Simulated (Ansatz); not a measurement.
The parent structure is CaF₂ in the fluorite structure (space group Fm-3m, No. 225; a = 5.421 Å).

Level of theory: PBEsol, PAW, 420 eV (Ansatz, a program for electronic structure; without spin-orbit coupling).

Carriers are added at fixed cell with a uniform background; the Fermi–Dirac width is that of 300 K.

One change was made to it. Results:

```tsv
quantity	base	after
gap between the host's bands	7.25 eV	6.89 eV
Fermi level relative to the doped band's edge (positive inside the band; to 0.05 eV)	–	+1.20 eV
gap character	indirect, X → Γ	indirect, X → Γ
```

**Question.** What was done to the base?
A) electrons 1.0×10^22 cm⁻³
B) electrons 7.0×10^21 cm⁻³
C) electrons 1.0×10^21 cm⁻³
D) electrons 1.5×10^21 cm⁻³

**Answer.** B, electrons 7.0×10^21 cm⁻³. For comparison, the gap between the host's bands in the other runs: electrons 1.0×10^22 cm⁻³ gives 6.81 eV; electrons 1.5×10^21 cm⁻³ gives 7.13 eV; electrons 1.0×10^21 cm⁻³ gives 7.16 eV.

Charged cell with a jellium background: band edges are those of the host's band count, energies are not comparable with the neutral cell, and many-body gap narrowing is missing. Stability against distortions was not tested.
